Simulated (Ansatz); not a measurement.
A self-consistent single point of ReRu (Pmma, 4 atoms in the cell) with Ansatz (an electronic-structure program).

Level of theory: PBE (plane waves, PAW; Ansatz).

```
ReRu
1.0
    4.23050     0.00000     0.00000
    0.00000     2.80046     0.00000
    0.00000     0.00000     4.31920
Ru Re
2 2
Cartesian
  3.17287   1.40023   1.34975
  1.05762   1.40023   2.96945
  3.17287   0.00000   3.50935
  1.05762   0.00000   0.80985
```

Reference input (self-consistent single point, DFT, PBE, plane waves, default PAW files): basis.ecutwfc = 420 eV; kpoints.mp_grid.grid = 9 14 9; hamiltonian.xc = pbe; hamiltonian.pseudopotentials = {kind: paw} (the program's default PAW files); scf.occupations.method = methfessel_paxton; scf.occupations.width = 0.272 eV. This run's input differs from it in these lines:

Ansatz 0.2 input:
```diff
@@ -13,3 +13,3 @@
 kpoints:
-  mp_grid: { grid: [9, 14, 9] }
+  mp_grid: { grid: [10, 15, 10] }
 hamiltonian:
@@ -18,3 +18,3 @@
 scf:
-  occupations: { method: methfessel_paxton, width: 0.272 }
+  occupations: { method: methfessel_paxton, width: 0.1 }
 output:
```

Output (repeated stretches shortened):

```
SCF iter   1: F=—  HF=-33492.430468 eV  |F-HF|=—  |Δ(HF+E_count)|=         —  Δρ=9.38e-3  dr2=2.20e-2  ethr=1.77e-3  ⟨swp⟩=5.3  Hψ=39374  notcnv=0
all-band conjugate gradients solve this SCF's bands
preconditioner: auto → Kerker (q_TF=auto, 2.817 Å⁻¹)
SCF iter   2: F=—  HF=-33492.430941 eV  |F-HF|=—  |Δ(HF+E_count)|=   4.74e-4  S|Δr|=    0.00e0  Δρ=5.28e-3  dr2=7.24e-3  ethr=3.54e-5  ⟨swp⟩=1.9  Hψ=16213  notcnv=0  defer=4
SCF iter   3: F=—  HF=-33492.431606 eV  |F-HF|=—  |Δ(HF+E_count)|=   6.65e-4  S|Δr|=    0.00e0  Δρ=5.56e-4  dr2=1.44e-4  ethr=1.17e-5  ⟨swp⟩=2.0  Hψ=17049  notcnv=0  defer=4
SCF iter   4: F=—  HF=-33492.431579 eV  |F-HF|=—  |Δ(HF+E_count)|=   2.73e-5  S|Δr|=    0.00e0  Δρ=9.41e-5  dr2=3.09e-6  ethr=2.33e-7  ⟨swp⟩=2.0  Hψ=16949  notcnv=0  defer=4
SCF iter   5: F=—  HF=-33492.431518 eV  |F-HF|=—  |Δ(HF+E_count)|=   6.10e-5  S|Δr|=    0.00e0  Δρ=3.32e-5  dr2=7.21e-7  ethr=4.98e-9  ⟨swp⟩=2.0  Hψ=19272  notcnv=0  defer=4
SCF iter   6: F=-33492.431518 eV  HF=-33492.431518 eV  |F-HF|=8.98e-9  |Δ(HF+E_count)|=   1.00e-7  S|Δr|=    0.00e0  Δρ=8.13e-6  dr2=2.45e-8  ethr=1.61e-10  ⟨swp⟩=6.0  Hψ=45915  notcnv=0
SCF 1 converged in 6 iterations: F = -33492.431518 eV  dr2 = 2.45e-8
Stability not checked (fill_not_monotonic)
Free energy (F): -33492.431518 eV
Internal energy: -33492.431783 eV  (E = F + TS)
E sigma→0 (E₀):  -33492.431584 eV
Entropy (-TS):   0.000265 eV (0.066 meV/atom)
Fermi energy:    26.924866 eV
--- Forces (eV/Å), atoms counted from 1 ---
  atom   1  Ru    -0.00000000     0.00000000     0.85648316
  atom   2  Ru     0.00000000    -0.00000000    -0.85648316
  atom   3  Re     0.00000000     0.00000000     1.01208443
  atom   4  Re    -0.00000000    -0.00000000    -1.01208443
--- Stress (GPa, compression-positive) ---
       46.515411      -0.000000      -0.000000
       -0.000000      29.913557      -0.000000
       -0.000000      -0.000000      79.290709
  P = ⅓ Tr σ = 51.9066 GPa (519.066 kbar)
  The stress holds the Pulay correction. Without it, at fixed plane waves, as pw.x and ABINIT print it: P = 51.7491 GPa
```

The run converged in 6 iterations. Against the reference run the free energy drops by 1.2 meV/atom, the pressure hardly changes (51.89 to 51.91 GPa) and the largest force moves little (1.003 to 1.012 eV/Å).

The starting cell was generated: these elements placed on a structure prototype, without a prior relaxation; it need not be a known phase or ordering of this composition. Its lattice was rescaled by a random factor within 2.5 % of one. Spin polarisation is off. With a pressure of about 52 GPa the cell is away from its equilibrium volume at this level. Forces in this geometry exceed 1 eV/Å. Ansatz's pressure includes its estimate of the finite-basis (Pulay) stress.

Cost on one core of a shared machine: roughly 30 s.
